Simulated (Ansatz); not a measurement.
Base system: WC (space group P-6m2, No. 187; a = 2.913 Å, c = 2.835 Å; relaxed with 0.1 eV smearing). Axes: x lies along a and z along c of the hexagonal cell.

All numbers come from r2SCAN (Ansatz, an electronic-structure program, PAW, no spin-orbit coupling).

Before the change:

The shortest interatomic distance is 2.199 Å and the pressure is 0.0 GPa.

One thing is altered: uniaxial strain ε_zz = −1.00 %, all other strain components held at zero; the atoms relax in the strained cell.

**Question.** What happens to the shortest interatomic distance, pressure and energy relative to the base?

**Answer.** The shortest interatomic distance drops by 0.009 Å, from 2.199 Å to 2.190 Å; the pressure (mean of the normal stresses, compression positive) goes from zero to 4.6 GPa; the energy rises by 3.3 meV/atom.

No phonon test of stability was made. All final runs are without spin polarisation.
